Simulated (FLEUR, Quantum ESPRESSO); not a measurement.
A Quantum ESPRESSO input for a self-consistent single point of BaIn4 (I4/mmm, 5 atoms in the cell) (DFT, PBEsol, plane waves, PseudoDojo standard norm-conserving (PBESOL) pseudopotentials):

```fortran
&CONTROL
   calculation = 'scf'
   outdir = './tmp/'
   pseudo_dir = './'
   tprnfor = .true.
   tstress = .true.
/
&SYSTEM
   ibrav = 0
   nat = 5
   ntyp = 2
   ecutwfc = 70
   occupations = 'smearing'
   smearing = 'gaussian'
   degauss = 0.019992
/
&ELECTRONS
   conv_thr = 1.0d-9
   mixing_beta = 0.3
/
ATOMIC_SPECIES
Ba   137.3270  Ba.upf
In   114.8180  In.upf
ATOMIC_POSITIONS {crystal}
Ba    0.0000000000    0.0000000000    0.0000000000
In    0.7500000000    0.2500000000    0.5000000000
In    0.2500000000    0.7500000000    0.5000000000
In    0.6177900000    0.6177900000    0.0000000000
In    0.3822100000    0.3822100000    0.0000000000
K_POINTS {automatic}
5 5 5  0 0 0
CELL_PARAMETERS {angstrom}
  -2.5731840000     2.5731840000     6.1738250000
   2.5731840000    -2.5731840000     6.1738250000
   2.5731840000     2.5731840000    -6.1738250000
```

**Question.** Translate this input to FLEUR.

**Answer.** This is the input that was run; spellings and numerical settings could be chosen otherwise.

Input of the input generator:

```
BaIn4 crystal
&input film=f /
-2.5731840000 2.5731840000 6.1738250000
2.5731840000 -2.5731840000 6.1738250000
2.5731840000 2.5731840000 -6.1738250000
1.8897261246
1.0 1.0 1.0

5
56 0.0000000000 0.0000000000 0.0000000000
49 0.7500000000 0.2500000000 0.5000000000
49 0.2500000000 0.7500000000 0.5000000000
49 0.6177900000 0.6177900000 0.0000000000
49 0.3822100000 0.3822100000 0.0000000000

&comp jspins=1 /
&exco xctyp='PBEs' /
&kpt div1=5 div2=5 div3=5 /
&end /
```

```xml
<?xml version="1.0" encoding="UTF-8" standalone="no"?>
<fleurInput fleurInputVersion="0.39">
   <comment>
      BaIn4 crystal                                                                                       
   </comment>
   <calculationSetup>
      <cutoffs Kmax="3.9" Gmax="11.7" GmaxXC="11.7" numbands="0"/>
      <scfLoop itmax="100" minDistance="0.00001" maxIterBroyd="25" imix="Anderson" alpha="0.05" precondParam="0.0" spinf="2.0"/>
      <coreElectrons ctail="T" frcor="F" kcrel="0" coretail_lmax="0"/>
      <xcFunctional name="PBEs" relativisticCorrections="F"/>
      <magnetism jspins="1"/>
      <soc l_soc="F" theta="0.0" phi="0.0" spav="F"/>
      <expertModes spex="0" secvar="F"/>
      <geometryOptimization l_f="T" forcealpha="1.0" forcemix="BFGS" epsdisp="0.00001" epsforce="0.00001"/>
      <ldaU l_linMix="F" mixParam="0.05" spinf="1.0"/>
   </calculationSetup>
   <cell>
      <bzIntegration valenceElectrons="62.0" mode="gauss" fermiSmearingEnergy="0.00999582">
         <kPointListSelection listName="default-1"/>
         <!-- k-points included here -->
         <xi:include xmlns:xi="http://www.w3.org/2001/XInclude" href="kpts.xml"> </xi:include>
      </bzIntegration>
      <!-- symmetry operations included here -->
      <xi:include xmlns:xi="http://www.w3.org/2001/XInclude" href="sym.xml"> </xi:include>
      <bulkLattice scale="1.0">
         <bravaisMatrix>
            <row-1>   -4.8626130282027260     4.8626130282027260    11.6668383912085947</row-1>
            <row-2>    4.8626130282027260    -4.8626130282027260    11.6668383912085947</row-2>
            <row-3>    4.8626130282027260     4.8626130282027260   -11.6668383912085947</row-3>
         </bravaisMatrix>
      </bulkLattice>
   </cell>
   <atomSpecies>
      <species name="Barium (Ba)" element="Ba" atomicNumber="56">
         <mtSphere radius="2.63" gridPoints="925" logIncrement="0.014"/>
         <atomicCutoffs lmax="10" lnonsphr="8"/>
         <electronConfig flipSpins="F">
            <coreConfig>(1s1/2) (2s1/2) (2p1/2) (2p3/2) (3s1/2) (3p1/2) (3p3/2) (4s1/2) (3d3/2) (3d5/2) (4p1/2) (4p3/2) (4d3/2) (4d5/2)</coreConfig>
            <valenceConfig>(5s1/2) (5p1/2) (5p3/2) (6s1/2)</valenceConfig>
         </electronConfig>
         <energyParameters s="6" p="6" d="5" f="4"/>
         <lo type="SCLO" l="0" n="5" eDeriv="0"/>
         <lo type="SCLO" l="1" n="5" eDeriv="0"/>
      </species>
      <species name="Indium (In)" element="In" atomicNumber="49">
         <mtSphere radius="2.51" gridPoints="885" logIncrement="0.015"/>
         <atomicCutoffs lmax="10" lnonsphr="8"/>
         <electronConfig flipSpins="F">
            <coreConfig>(1s1/2) (2s1/2) (2p1/2) (2p3/2) (3s1/2) (3p1/2) (3p3/2) (4s1/2) (3d3/2) (3d5/2) (4p1/2) (4p3/2)</coreConfig>
            <valenceConfig>(5s1/2) (4d3/2) (4d5/2) (5p1/2) (5p3/2)</valenceConfig>
            <stateOccupation state="(5p1/2)" spinUp="0.1666666666667" spinDown="0.1666666666667"/>
            <stateOccupation state="(5p3/2)" spinUp="0.3333333333333" spinDown="0.3333333333333"/>
         </electronConfig>
         <energyParameters s="5" p="5" d="5" f="4"/>
         <lo type="SCLO" l="2" n="4" eDeriv="0"/>
      </species>
   </atomSpecies>
   <atomGroups>
      <atomGroup species="Barium (Ba)">
         <relPos label="                   1">.0000000000 .0000000000 .0000000000</relPos>
         <force calculate="T" relaxXYZ="TTT"/>
      </atomGroup>
      <atomGroup species="Indium (In)">
         <relPos label="                   2">-1.000/4.000 1.000/4.000 1.000/2.000</relPos>
         <relPos label="                   3">1.000/4.000 -1.000/4.000 1.000/2.000</relPos>
         <force calculate="T" relaxXYZ="TTT"/>
      </atomGroup>
      <atomGroup species="Indium (In)">
         <relPos label="                   4">-.3822100000 -.3822100000 .0000000000</relPos>
         <relPos label="                   5">.3822100000 .3822100000 .0000000000</relPos>
         <force calculate="T" relaxXYZ="TTT"/>
      </atomGroup>
   </atomGroups>
   <output dos="F" band="F" slice="F">
      <checks vchk="F" cdinf="F"/>
      <bandDOS minEnergy="-.5*Htr" maxEnergy="0.5*Htr" sigma="0.015" storeEVData="T"/>
      <vacuumDOS vacdos="F" integ="F" star="F" nstars="0" locx1="0.0" locy1="0.0" locx2="0.0" locy2="0.0" nstm="0" tworkf="0.0"/>
      <unfoldingBand unfoldBand="F" supercellX="1" supercellY="1" supercellZ="1"/>
      <plotting iplot="0" polar="F">
         <plot TwoD="T" vec1="  1.0  0.0  0.0" vec2="  0.0  1.0  0.0" vec3="  0.0  0.0  1.0" zero="  0.0  0.0  0.0" file="plot"/>
      </plotting>
      <chargeDensitySlicing numkpt="0" minEigenval="0.0" maxEigenval="0.0" nnne="0" pallst="F"/>
      <specialOutput eonly="F"/>
      <magneticCircularDichroism mcd="F" energyLo="-10.0" energyUp="0.0"/>
   </output>
  <!-- We include the file relax.xml here to enable relaxations (see documentation) -->
  <xi:include xmlns:xi="http://www.w3.org/2001/XInclude" href="relax.xml"> <xi:fallback/> </xi:include>
</fleurInput>
```

Basis, cutoffs, solver keys and any potentials are the target program's own. This input uses DFT, PBEsol, all-electron FLAPW (FLEUR), scalar-relativistic valence.

The starting cell comes from a database of computed structures (which also holds hypothetical and non-ambient phases and stackings), without a prior relaxation at this level. Its lattice was rescaled by a random factor within 2.5 % of one.
